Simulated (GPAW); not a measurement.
Band structure of TePdSe (P3m1, 3 atoms in the cell).

```xyz
3
Lattice="3.9274 0.0000 0.0000 -1.9637 3.4013 0.0000 0.0000 0.0000 5.0289" Properties=species:S:1:pos:R:3 pbc="T T T"
Te     0.0000     0.0000     3.6739
Pd     0.0000     2.2675     0.0448
Se     1.9637     1.1338     1.3102
```

Method: PBEsol, GPAW PAW datasets PBEsol (made by gpaw-setup) (plane waves; GPAW 25.7.0).

Settings: mode = pw; ecut = 600 eV; xc = PBEsol; kpts = 10 10 7; mesh shift (steps) = 0 0 0; occupations.name = methfessel-paxton; occupations.width = 0.1 eV; occupations.order = 0; nbands = -9; symmetry.symmorphic = false; symmetry.tolerance = 0.0005; maxiter = 100; bandpath_npoints = 40.

The starting cell comes from a database of computed structures (which also holds hypothetical and non-ambient phases and stackings), without a prior relaxation at this level. Spin-orbit coupling is off. Spin polarisation is off.

Levels in eV from the Fermi level, bands 11 to 18:
```tsv
point	11	12	13	14	15	16	17	18
Γ	-2.16	-0.30	-0.30	0.96	0.96	1.52	3.33	5.23
M	-3.07	-2.94	-2.77	-2.27	0.24	2.27	4.56	6.27
K	-3.13	-1.58	-1.53	-1.41	-0.54	-0.11	4.39	7.34
A	-2.23	-1.01	-1.00	-1.00	2.02	2.02	5.12	6.35
L	-3.00	-2.65	-1.85	-0.46	0.37	1.31	5.01	5.37
H	-3.58	-3.01	-2.41	-2.33	2.02	2.52	6.97	7.02
```

Bands cross the Fermi level along this path, so the cell is metallic at this level.
